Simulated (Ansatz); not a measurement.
The parent structure is GaSb in the zinc blende structure (space group F-43m, No. 216; a = 6.2135 Å).

(Cell as relaxed with PBE.)

Levels (all Ansatz, an electronic-structure program, PAW): PBE (420 eV, no SOC); PBEsol (420 eV, no spin-orbit coupling).

Each level relaxes its own structure.

```csv
quantity,PBE,PBEsol
volume per atom,29.99 Å³,?
lattice parameter a,11.742 bohr,?
band gap,zero,?
```

Task: What does PBEsol give?

Result: 
- volume per atom, PBEsol: 28.53 Å³
- lattice parameter a, PBEsol: 11.549 bohr
- band gap, PBEsol: zero

PBE's volume per atom lies 1.453 Å³ above PBEsol's (5.1 %); PBE's lattice parameter a lies 0.193 bohr above PBEsol's (1.7 %); the two agree on the band gap. Neither level is exact; PBEsol is the comparison here, not a measurement.

Spin-orbit coupling, missing from the scalar runs, can matter with Sb. Stability against distortions was not tested. All final runs are without spin polarisation. A zero or small gap of GaSb can be the functional's error rather than a property of the material.
